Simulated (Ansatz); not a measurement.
**Al3Sc: energy against volume**

Al3Sc (L1_2, Pm-3m, 16.395 Å³/atom and stress up to 0.01 GPa in the relaxed cell, cube axes along x, y and z) under an equal strain ε along all three axes. LDA in Ansatz, a plane-wave DFT program (PAW, default set), 420 eV, 14×14×14 Γ-centred mesh, Fermi-Dirac smearing 0.10 eV; ions are relaxed, or left where forces stay under 0.02 eV/Å, within the symmetry of each cell.

Here V stands for volume and E for E less E0.

```csv
volume (Å³/atom),E less E0 (meV/atom),pressure (GPa)
14.9636,?,?
15.5259,14.86,5.85
15.8122,6.41,3.75
16.1020,1.51,1.80
16.3954,0.00,0.00
16.6923,1.68,-1.66
16.9927,6.38,-3.20
17.2968,13.93,-4.61
```

Question: Fit E against V with the third-order Birch-Murnaghan form, a cubic in V^(-2/3), and predict the withheld value at V = 14.9636.

Answer: With u = V^(-2/3) - 0.155, the rows have u = 0.005680, 0.003735, 0.001824, -0.000052, -0.001895, -0.003705, -0.005483. Least squares gives E = -0.002 - 12.3·u + 462015·u² + 149490·u³. Residuals (row less fit): -0.001, 0.005, -0.004, 0.000, 0.001, 0.002, 0.000; standard error 0.004 (degrees of freedom: 3). Its minimum lies at u = 0.000013, so V0 = (0.155013)^(-3/2) = 16.39. There d²E/du² = 924000 and d³E/du³ = 896900, so B0 = (4/9) × 16.39^(-7/3) × 924000 × 0.160218 = 96.5 GPa (the last factor turns the table's units into GPa), and B0' = 4 + (2/3) × 0.155013 × (896900)/924000 = 4.1. B0' rests on the cubic coefficient alone and has a standard error of 0.1 from these residuals. At the withheld row, u = 0.009681, so E = -0.002 - 12.3 × 0.009681 + 462015 × 0.009681² + 149490 × 0.009681³ = 43.315 meV/atom. The calculation gives 43.26 meV/atom, 0.055 meV/atom below the prediction (0.1 % of the range of E in the table). The row lies outside the fitted rows, so this is an extrapolation. The scatter of the fitted rows lies at the last printed digit.

In a metal these values are sensitive to mesh and smearing; energies are taken to zero smearing, stresses follow the free energy. The runs aren't spin-polarised. Other structures, which can take over under pressure, weren't tried. The same form fitted to the pressure column gives B0' = 4.1; series where the two differ by over 0.4 aren't shown. Rows are the converged runs of the series near zero and its far end, less any whose ions stayed unrelaxed beside relaxed ones; series whose fitted rows scatter by over a few per cent of the range, as at a crossing or softening among them, aren't shown in this form.
